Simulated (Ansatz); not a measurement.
Habitual settings against a tight run: YNiGe3 (Cmmm, 10 atoms in the cell)

Self-consistent single point.

```
CELL_PARAMETERS angstrom
      2.03553   -10.76703     0.00000
      2.03553    10.76703     0.00000
      0.00000     0.00000     4.09274
ATOMIC_POSITIONS crystal
  Y  0.83128 0.16872 0.50000
  Y  0.16872 0.83128 0.50000
  Ni 0.60999 0.39001 0.00000
  Ni 0.39001 0.60999 0.00000
  Ge 0.05732 0.94268 0.00000
  Ge 0.94268 0.05732 0.00000
  Ge 0.28385 0.71615 0.00000
  Ge 0.71615 0.28385 0.00000
  Ge 0.44271 0.55729 0.50000
  Ge 0.55729 0.44271 0.50000
```

Computed with LDA (PW92), PAW files made with PBE (plane waves; Ansatz, a first-principles code).

Base settings: basis.ecutwfc = 420 eV; kpoints.mp_grid.grid = 4 4 4; hamiltonian.xc = lda; hamiltonian.pseudopotentials = {kind: paw} (the program's default PAW files); scf.occupations.method = fermi_dirac; scf.occupations.width = 0.1 eV.

Tight run (finer mesh or higher cutoff; not a proven limit): basis.ecutwfc: 420 eV → 590 eV; kpoints.mp_grid.grid: 4 4 4 → 6 6 6; scf.convergence.dr2_threshold: default (1e-07 eV) → 1e-09 eV. It gave Fermi level (on the code's own zero) 12.49 eV; pressure -5.24 GPa; largest force (vector length) 0.178 eV/Å.

Quick runs, as changes from the base:
- A: the base itself
- B: scf.occupations.method: fermi_dirac → methfessel_paxton; scf.occupations.width: 0.1 eV → 0.5 eV
- C: basis.ecutwfc: 420 eV → 250 eV; kpoints.mp_grid.grid: 4 4 4 → 6 6 6; scf.occupations.width: 0.1 eV → 0.136 eV; kpoints.mp_grid.shift: default → 0.5 0.5 0.5
- D: basis.ecutwfc: 420 eV → 335 eV; kpoints.mp_grid.grid: 4 4 4 → 6 6 6; scf.occupations.method: fermi_dirac → methfessel_paxton; scf.occupations.width: 0.1 eV → 0.272 eV
- E: basis.ecutwfc: 420 eV → 295 eV; scf.convergence.dr2_threshold: default (1e-07 eV) → 0.0001 eV

Energies are extrapolated to zero smearing width, which holds to low order in the width alone.

The count of work is k-points × plane waves × bands × iterations; it is no time. 

Pressures in the table are Ansatz's without its Pulay estimate, at a fixed set of plane waves; the tight run's value above holds the estimate.

The starting cell comes from a database of computed structures (which also holds hypothetical and non-ambient phases and stackings), without a prior relaxation at this level. Its lattice was rescaled by a random factor within 2.5 % of one. Spin polarisation is off. In the base run, with a pressure of about -5 GPa the cell is away from its equilibrium volume at this level. Without a gap this mesh is coarse (it stands for a supercell whose shortest vector is 16 Å).

| run | energy less tight (meV/atom) | pressure less tight (GPa) | largest miss in a force vector (eV/Å) | count of work / tight |
|---|---|---|---|---|
| A | -1.9 | 0.10 | 0.074 | 0.21 |
| B | -1.8 | 0.00 | 0.061 | 0.22 |
| C | 895.6 | -51.76 | 0.060 | 0.16 |
| D | 22.4 | -2.06 | 0.020 | 0.37 |
| E | 138.9 | -10.46 | 0.090 | 0.087 |

Among the runs at the tight run's level, the energy misses run from 1.8 to 895.6 meV/atom.

Left out of this page: 1 run of the series outside the window shown, repeating another row's setting, or not comparable.

Keys are those of Ansatz 0.2.
